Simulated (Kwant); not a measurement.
Device: Ge/Si0.2Ge0.8 stack with 1 barrier. One parabolic valley. Leads of mass 0.12 mₑ with the band edge at 0; grid 0.1 nm; bias 0 V, dropping linearly over the stack.

| layer | thickness (nm) | band offset (eV) | mass (mₑ) |
|---|---|---|---|
| 1 | 3.3 | 0.12 | 0.14 |

The device is made up for the run: typed textbook-type constants, with dimensions and the other settings drawn at random.

Model: one-band effective-mass tight-binding model in one dimension, coherent, no space charge (Kwant).

Sweep values stay those of the base run.

The mass in the first barrier was swept, all else fixed.

| mass in the first barrier (mₑ) | transmission at E = 134.6 meV | mean transmission over the sweep | transmission at E = 43.75 meV | transmission at E = 89.16 meV |
|---|---|---|---|---|
| 0.084 | 0.74 | 0.47 | 0.20 | 0.48 |
| 0.11 | 0.61 | 0.39 | 0.15 | 0.37 |
| 0.14 | 0.49 | 0.31 | 0.11 | 0.28 |
| 0.18 | 0.37 | 0.23 | 0.073 | 0.19 |

From the first row to the last the transmission at E = 134.6 meV goes from 0.74 to 0.37. From the first row to the last the mean transmission over the sweep goes from 0.47 to 0.23.
